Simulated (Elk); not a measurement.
A self-consistent single point of Ta (Im-3m, 1 atom in the cell) with Elk.

Computed with PBEsol, all-electron FP-LAPW, Elk's shipped species files, APW+lo basis with extra local orbitals run with Elk.

```
CELL_PARAMETERS angstrom
     -1.67793     1.67793     1.67793
      1.67793    -1.67793     1.67793
      1.67793     1.67793    -1.67793
ATOMIC_POSITIONS crystal
  Ta 0.00000 0.00000 0.00000
```

Reference input (self-consistent single point, DFT, PBE, all-electron FP-LAPW, Elk's shipped species files, APW+lo basis with extra local orbitals): xctype = 20; rgkmax = 7.5; swidth = 0.00499791 Ha; ngridk = 18 18 18; gmaxvr = 16 1/bohr; nxlo = 2; lorbcnd = true; rmtscf = 0.92; lmaxi = 3; maxscl = 100. This run's input differs from it in these lines:

```diff
@@ -4,3 +4,3 @@
 xctype
-  20
+  22
```

Output, abridged:

```
│ Self-consistent loop started │
│ Loop number : 1 │
 total energy                :     -15618.4556770
│ Loop number : 2 │
 total energy                :     -15618.7089170
RMS change in Kohn-Sham potential (target) :   0.1438170314     (  0.1000000000E-05)
Absolute change in total energy (target)   :   0.2532399888     (  0.1000000000E-03)
│ Loop number : 3 │
 total energy                :     -15619.3892127
RMS change in Kohn-Sham potential (target) :   0.1297242492     (  0.1000000000E-05)
Absolute change in total energy (target)   :   0.7436057207     (  0.1000000000E-03)
│ Loop number : 4 │
   [... lines left out ...]
Absolute change in total energy (target)   :   0.4846298507E-03 (  0.1000000000E-03)
│ Loop number : 13 │
 total energy                :     -15621.5370625
RMS change in Kohn-Sham potential (target) :   0.9989680212E-06 (  0.1000000000E-05)
Absolute change in total energy (target)   :   0.2223244010E-03 (  0.1000000000E-03)
│ Loop number : 14 │
 total energy                :     -15621.5370876
RMS change in Kohn-Sham potential (target) :   0.2094561478E-06 (  0.1000000000E-05)
Absolute change in total energy (target)   :   0.8066104965E-04 (  0.1000000000E-03)
Convergence targets achieved

│ Loop number : 15 │

Energies :
 Fermi                       :     0.405449693500
 total energy                :     -15621.5370998

Density of states at Fermi energy :    37.29208024
 (states/Hartree/unit cell)

Estimated indirect band gap :   0.6359872857E-03
 from k-point     23 to k-point    117
Estimated direct band gap   :   0.2724663720E-02
 at k-point     19

Charges :
 core                        :    46.00000000
 valence                     :    27.00000000
 interstitial                :    1.971086839
 muffin-tins (core leakage)
  species :    1 (Ta)
   atom    1                 :    71.02891316     (  0.1000917138E-05)
 total in muffin-tins        :    71.02891316
 total calculated charge     :    72.99684607
 total charge                :    73.00000000
 error                       :   0.3153927768E-02

│ Self-consistent loop stopped │
```

The run converged in 15 iterations. The count includes the last loop, which Elk runs after its targets are met. 

The starting cell comes from a database of computed structures (which also holds hypothetical and non-ambient phases and stackings), without a prior relaxation at this level. Its lattice was rescaled by a random factor within 2.5 % of one. Spin-orbit coupling is off. Spin polarisation is off. Values depend on the basis (sphere radii, cutoffs, local orbitals), which need not be converged. The log's line on a gap gives a spacing of levels on this mesh, which the program prints for metals too.
